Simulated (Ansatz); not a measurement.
## Pressure series in hypothetical P6_3/mmc SiSe2

Take SiSe$_{2}$ in the 2H-MoS2 type structure (space group P6_3/mmc, No. 194; a = 3.440 Å, c = 11.034 Å; a hypothetical phase, not in the database extracts checked; layered, stacked along the Cartesian z axis) as the base.

Cell and atoms are relaxed at each pressure.

Computed with PBEsol-D3(BJ) (Ansatz, a quantum-chemistry and plane-wave program), no SOC.

| pressure (GPa) | volume per atom (Å³/atom) |
|---|---|
| -2 | 19.383 |
| -1 | 19.104 |
| 0 | 18.848 |
| 0.9 | ? |
| 2.1 | 18.373 |
| 9 | 17.132 |
| 15 | 16.295 |
| 22.5 | 15.457 |
| 30 | 14.807 |

Fit the third-order Birch–Murnaghan form P(V) = (3B₀/2)[(V₀/V)^(7/3) − (V₀/V)^(5/3)]·[1 + (3/4)(B₀′ − 4)((V₀/V)^(2/3) − 1)] (squares taken in P) to the rows shown and predict the withheld row.

Least squares on the printed values gives V₀ = 18.856 Å³/atom, B₀ = 77.1 GPa, B₀′ = 3.9; this predicts 18.642 Å³/atom, and the run gives 18.637 Å³/atom, 0.005 lower.

Load acts through the strain it causes; cell and atoms are relaxed under it. No phonon test of stability was made. No other phases were tried under pressure. All final runs are without spin polarisation.
